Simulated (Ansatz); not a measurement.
LiNbO3 (R-3, No. 148, 10 atoms in the cell; start mp-1078377; a measured phase of this formula has another space group), treated with LDA in Ansatz (PAW).

Run with plane-wave cutoff 500 eV, 10×10×10 k mesh, gaussian smearing 0.02 eV, no spin polarisation, scalar-relativistic PAW data made under PBE.

Cell (relaxed at this level):

```
LiNbO3
1.0
    2.57291     1.48547     4.61999
   -2.57291     1.48547     4.61999
    0.00000    -2.97094     4.61999
Li Nb O
2 2 6
Direct
  0.64330   0.64330   0.64330
  0.35670   0.35670   0.35670
  0.85594   0.85594   0.85594
  0.14406   0.14406   0.14406
  0.04360   0.43980   0.77998
  0.95640   0.56020   0.22002
  0.77998   0.04360   0.43980
  0.22002   0.95640   0.56020
  0.43980   0.77998   0.04360
  0.56020   0.22002   0.95640
```

Task: Predict the band gap.

Result: 
* **band gap**: 3.96 eV (on the SCF k mesh)

Note: the relaxation could not lower the start's symmetry, so the cell can be a saddle point above a distorted one.

Spin–orbit coupling is not included.

Static lattice: no zero-point or thermal effects.

A start named mp-… is a Materials Project structure, which need not be a measured phase.

Ansatz is a program for electronic structure.
